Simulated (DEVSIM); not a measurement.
Structure: Cr/SiON/n-Si capacitor, at 300 K.

Layer 1 from the left is SiON, thickness (nm) 15.0. Layer 2 from the left is Si, thickness (nm) 1800, Nd (cm⁻³) 9.8e16.

Metal gate on the left, work function 4.5 eV. Fixed charge at the semiconductor interface 0 cm⁻² (in units of +e); no interface traps.

This is a model device: material constants are rounded textbook-type values typed into the input, and sizes, dopings and lifetimes were drawn at random. Values at 300 K.

SiON: gap (eV) 7, affinity (eV) 1.4, permittivity 5.5. Si: gap (eV) 1.124, affinity (eV) 4.05, permittivity 11.7, Nc (cm⁻³) 2.86e19, Nv (cm⁻³) 3.1e19.

Simulated with DEVSIM: 1D Poisson equation in equilibrium, Boltzmann statistics, complete ionisation; no quantum confinement or tunnelling. Metal contacts follow the ideal Schottky-Mott rule: no Fermi-level pinning, no interface dipoles.

**Question.** What does the simulation give for the flat-band voltage?

**Answer.** flat-band voltage 0.30 V.
